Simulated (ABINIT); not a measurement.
# A self-consistent single point of SnSeS (P3m1, 3 atoms in the cell) with ABINIT

Method: LDA (PW92), PAW (JTH v2.0 LDA PAW) (plane waves; ABINIT).

Input:

```
# SnSeS, JTH v2.0 LDA PAW
pp_dirpath "./"
pseudos "Sn.LDA_PW-JTH.xml, Se.LDA_PW-JTH.xml, S.LDA_PW-JTH.xml"
acell 7.2322307384 7.2322307384 12.2403419243
rprim
         1.0000000000    0.0000000188    0.0000000000
        -0.5000000162    0.8660253944    0.0000000000
         0.0000000000    0.0000000000    1.0000000000
natom 3
ntypat 3
znucl 50 34 16
typat 1 2 3
xcart
        -0.0000000414    2.2095955119    0.0495514215
         0.0000000000    0.0000000000    4.9079225601
         1.9135658247    1.1047977918    1.5198360184
      Angstrom
ecut 571 eV
pawecutdg 1143 eV
pawxcdev 0
ixc 7
occopt 1
nband 17
kptopt 1
ngkpt 8 8 4
nshiftk 1
shiftk 0 0 0
nstep 80
tolvrs 1.0e-10
diemac 6
prtwf 0
prtden 0
```

Output, abridged:

```
 Symmetries : space group P3 m 1 (#156); Bravais hP (primitive hexag.)

 -outvars: echo values of preprocessed input variables --------
            acell      7.2322307384E+00  7.2322307384E+00  1.2240341924E+01 Bohr
           diemac      6.00000000E+00
             ecut      2.09838648E+01 Hartree
              ixc           7
         kptrlatt        8    0    0      0    8    0      0    0    4
          kptrlen      4.89613677E+01
            natom           3
            nband          17
            ngfft          30      30      54
          ngfftdg          45      45      72
             nkpt          35
            nstep          80
             nsym           6
           ntypat           3
        pawecutdg      4.20044789E+01 Hartree
         pawxcdev           0
            rprim      1.0000000000E+00  1.8800000000E-08  0.0000000000E+00
                      -5.0000001620E-01  8.6602539440E-01  0.0000000000E+00
                       0.0000000000E+00  0.0000000000E+00  1.0000000000E+00
          spgroup         156
           tolvrs      1.00000000E-10
            typat      1  2  3
           useylm           1
             xred      3.3333333477E-01  6.6666666957E-01  7.6500000334E-03
                       1.4364067343E-09  2.9078149518E-09  7.5771000331E-01
                       6.6666666810E-01  3.3333333624E-01  2.3464000103E-01
            znucl       50.00000   34.00000   16.00000

== DATASET  1 ==================================================================

 Exchange-correlation functional for the present dataset will be:
  LDA: Perdew-Wang 92 LSD fit to Ceperley-Alder data - ixc=7
 Citation for XC functional:
  J.P.Perdew and Y.Wang, PRB 45, 13244 (1992)

 Real(R)+Recip(G) space primitive vectors, cartesian coordinates (Bohr,Bohr^-1):
 R(1)=  7.2322307  0.0000001  0.0000000  G(1)=  0.1382699  0.0798302  0.0000000
 R(2)= -3.6161155  6.2632955  0.0000000  G(2)= -0.0000000  0.1596604  0.0000000
 R(3)=  0.0000000  0.0000000 12.2403419  G(3)=  0.0000000  0.0000000  0.0816971
 Unit cell volume ucvol=  5.5445809E+02 bohr^3
 Angles (23,13,12)=  9.00000000E+01  9.00000000E+01  1.20000000E+02 degrees

 Coarse grid specifications (used for wave-functions):

 getcut: wavevector=  0.0000  0.0000  0.0000  ngfft=  30  30  54
         ecut(hartree)=     20.984   => boxcut(ratio)=   2.01309

 Fine grid specifications (used for densities):

 getcut: wavevector=  0.0000  0.0000  0.0000  ngfft=  45  45  72
         ecut(hartree)=     42.004   => boxcut(ratio)=   2.01616

   1.51396878E+03                                ecore*ucvol(ha*bohr**3)

_setup2: Arith. and geom. avg. npw (full set) are    2545.098    2545.073

--- !BeginCycle
solver: {iscf: 17, nstep: 80, nline: 4, wfoptalg: 10, }
tolerances: {tolvrs: 1.00E-10, }
...

     iter   Etot(hartree)      deltaE(h)  residm     nres2
 ETOT  1  -89.855831363052    -8.986E+01 1.468E-01 2.990E+00
 ETOT  2  -89.943453002926    -8.762E-02 1.643E-02 7.495E-01
 ETOT  3  -89.942586161658     8.668E-04 2.837E-02 7.039E-02
 ETOT  4  -89.942534165895     5.200E-05 3.583E-03 2.634E-03
 ETOT  5  -89.942536158800    -1.993E-06 2.593E-03 3.005E-04
 ETOT  6  -89.942536417533    -2.587E-07 5.599E-04 4.134E-05
   [... 2 lines left out ...]
 ETOT  9  -89.942536445604    -4.034E-09 1.084E-03 7.017E-08
 ETOT 10  -89.942536446268    -6.646E-10 1.804E-03 9.832E-09
 ETOT 11  -89.942536446298    -3.013E-11 2.149E-03 1.117E-09
 ETOT 12  -89.942536446303    -5.045E-12 2.324E-03 1.127E-10
 ETOT 13  -89.942536446304    -6.253E-13 1.895E-03 2.157E-11

 At SCF step   13       nres2   =  2.16E-11 < tolvrs=  1.00E-10 =>converged.

 Cartesian components of stress tensor (hartree/bohr^3)
  sigma(1 1)=  1.87429012E-04  sigma(3 2)=  0.00000000E+00
  sigma(2 2)=  1.87429012E-04  sigma(3 1)=  0.00000000E+00
  sigma(3 3)=  1.53439953E-04  sigma(2 1)= -4.79779413E-13

 ----iterations are completed or convergence reached----

 reduced coordinates (array xred) for    3 atoms
       0.333333334770      0.666666669574      0.007650000033
       0.000000001436      0.000000002908      0.757710003312
       0.666666668103      0.333333336241      0.234640001026
 cartesian forces (eV/Angstrom) at end:
    1     -0.00000000000000    -0.00000000000000    -0.06444523658902
    2     -0.00000000000000    -0.00000000000000     0.53674589472667
    3     -0.00000000000000    -0.00000000000000    -0.47230065813765
 frms,max,avg= 2.3928534E-01 5.3674589E-01   0.000E+00  0.000E+00  4.156E-04 e/A
 length scales=  7.232230738400  7.232230738400 12.240341924300 bohr
              =  3.827131674025  3.827131674025  6.477309971688 angstroms
 Fermi (or HOMO) energy (hartree) =   0.06667   Average Vxc (hartree)=  -0.34563
 Eigenvalues (hartree) for nkpt=  35  k points:
 kpt#   1, nband= 17, wtk=  0.00391, kpt=  0.0000  0.0000  0.0000 (reduced coord)
  -0.70383   -0.70383   -0.70286   -0.70229   -0.70229   -0.42407   -0.36714   -0.14216
   0.03487    0.03487    0.05551    0.06506    0.06506    0.09991    0.17891    0.23792
   0.23792
 prteigrs : prtvol=0 or 1, do not print more k-points.

--- !EnergyTerms
comment             : Components of total free energy in Hartree
kinetic             :  1.95677647929453E+01
hartree             :  3.92124404057791E+01
xc                  : -1.67074950275646E+01
Ewald energy        : -5.28676366646383E+01
psp_core            :  2.73053778436708E+00
local_psp           : -1.03255422941733E+02
spherical_terms     :  2.13772748295903E+01
total_energy        : -8.99425368212538E+01
total_energy_eV     : -2.44746089478532E+03
...

-Cartesian components of stress tensor (GPa)         [Pressure= -5.1810E+00 GPa]
- sigma(1 1)=  5.51435099E+00  sigma(3 2)=  0.00000000E+00
- sigma(2 2)=  5.51435099E+00  sigma(3 1)=  0.00000000E+00
- sigma(3 3)=  4.51435852E+00  sigma(2 1)= -1.41155953E-08

 Calculation completed.
```

The run converged in 13 iterations.

The starting cell comes from a database of computed structures (which also holds hypothetical and non-ambient phases and stackings), without a prior relaxation at this level. Its lattice was rescaled by a random factor within 2.5 % of one. With a pressure of about -5 GPa the cell is away from its equilibrium volume at this level.

Cost on one core of a shared machine: roughly 50 s.
